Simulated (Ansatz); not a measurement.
## A computed series for WSe2: response to strain

Base system: WSe₂ (space group P6_3/mmc, No. 194; a = 3.279 Å, c = 12.786 Å; layered, stacked along the Cartesian z axis). Axes: x lies along a and z along c of the hexagonal cell.

Strains are applied to the cell and any free atomic positions relax; under biaxial strain the out-of-plane vector relaxes too.

Method: Kohn–Sham DFT with the PBE-D3(BJ) functional, run in Ansatz (an electronic-structure program) with PAW and 420 eV plane waves, no SOC.

```tsv
case	band gap	out-of-plane strain	shortest interatomic distance
base	0.87 eV	–	2.534 Å
biaxial strain +0.60 %, plane normal [001], relaxed out of plane	0.86 eV	___	___
biaxial strain +1.20 %, plane normal [001], relaxed out of plane	0.86 eV	-0.45 %	2.541 Å
biaxial strain +1.80 %, plane normal [001], relaxed out of plane	0.86 eV	-0.67 %	2.545 Å
biaxial strain +2.40 %, plane normal [001], relaxed out of plane	0.86 eV	-0.89 %	2.549 Å
biaxial strain +3.00 %, plane normal [001], relaxed out of plane	0.81 eV	-1.11 %	___
```

Task: Complete the table.

Result: 
- biaxial strain +0.60 %, plane normal [001], relaxed out of plane, out-of-plane strain: -0.23 %
- biaxial strain +0.60 %, plane normal [001], relaxed out of plane, shortest interatomic distance: 2.538 Å
- biaxial strain +3.00 %, plane normal [001], relaxed out of plane, shortest interatomic distance: 2.553 Å

With W present, leaving out spin-orbit coupling can change the band edges. Whether these cells are dynamically stable was not tested.
